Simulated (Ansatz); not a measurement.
**zinc-blende CdTe (1 1 1) on zinc-blende HgTe (1 1 1) (film strained to the substrate, started from cuts of the bulks and a machine-learned relaxation; metallic at this level, with no gap by band count)**

A periodic stack without vacuum, zinc-blende CdTe (1 1 1) on zinc-blende HgTe (1 1 1) (film strained to the substrate, started from cuts of the bulks and a machine-learned relaxation; metallic at this level, with no gap by band count): substrate slab Hg4Te4, film Cd3Te3, surface cells [[0, -1], [1, -1]] and [[1, 0], [0, 1]], film strained by +0.4 and +0.4 %, outermost planes Hg/Te and Cd/Te as cut, which need not be the usual terminations and can put a slab off its formula.

The start was prepared with a machine-learned potential, and the result is one local minimum, with the in-plane cell held and forces under 0.04 eV/Å; the film can end far from its bulk form.

Calculation: PBE (plane waves to 420 eV, PAW; Ansatz, a quantum-chemistry and plane-wave program). No spin–orbit coupling. Its k-point mesh 6×6×1, Fermi–Dirac width 0.05 eV.

- interface area: 19.1 Å²
- period: 26.78 Å
- gaps between the outermost planes at the two interfaces: 2.87 and 2.88 Å
- Hg–Te contacts across the interfaces within 1.22 times the sum of covalent radii: 1, mean 2.88 Å
- Cd–Te contacts across the interfaces within 1.22 times the sum of covalent radii: 1, mean 2.87 Å
- two interfaces: unlike, so that offsets are their mean
- spin-polarised check at this geometry: falls back to no moment

```xyz
14
Lattice="4.7018 0.0007 0.0000 2.3505 4.0673 0.2033 -2.3526 -0.0019 26.8154" Properties=species:S:1:pos:R:3 pbc="T T T"
Hg     1.4329     2.5098     1.5739
Hg     3.7901     3.6675     5.4808
Hg     3.7901     0.7621     9.1853
Hg     1.4340     1.9257    13.0846
Te     3.7844     3.8178     2.6102
Te     3.7899     0.9083     6.3097
Te     1.4377     2.0700    10.2106
Te     3.7840     3.2360    14.0990
Cd     3.7804     3.0926    16.9635
Cd    -0.9237     0.1864    20.6286
Cd     1.4296     1.3484    24.5003
Te     3.7807     0.3341    17.7625
Te     1.4272     1.4959    21.6350
Te     3.7805     2.6568    25.5112
```
